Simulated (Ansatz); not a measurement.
Results of r²SCAN+SOC (plane waves, PAW; Ansatz, a first-principles code) for LuAlN2 (model structure, started from the ScAlN2 type, P3m1, No. 156, 4 atoms in the cell).

Numerical settings: plane-wave cutoff 560 eV, 12×12×6 k mesh (along the axes of the cell as run), Fermi–Dirac smearing 0.01 eV, PAW data made under PBE.

Cell (relaxed with PBEsol):

```xyz
4
Lattice="3.3981 0.0000 0.0000 -1.6990 2.9428 0.0000 0.0000 0.0000 5.3437" Properties=species:S:1:pos:R:3 pbc="T T T"
Lu     0.0000     1.9619    -0.0302
N      0.0000     1.9619     2.2108
Al     1.6990     0.9809     2.7062
N      1.6990     0.9809     4.5717
```

Task: Give the computed band gap and smallest direct gap on the k points sampled.

Result: 
band gap: 2.49 eV (indirect)
smallest direct gap on the k points sampled: 3.28 eV

Note: the relaxation could raise the start's symmetry but not lower it, so the cell can be a saddle point; cell and atoms aren't relaxed at this level (largest force component 0.17 eV/Å, pressure 0.9 GPa).

Cost on a shared machine: roughly 2.2 core-minutes.

A model structure was made by putting elements into a prototype or built by hand; it is no filed structure, need not be a known phase, and can be a saddle point held by its symmetry.
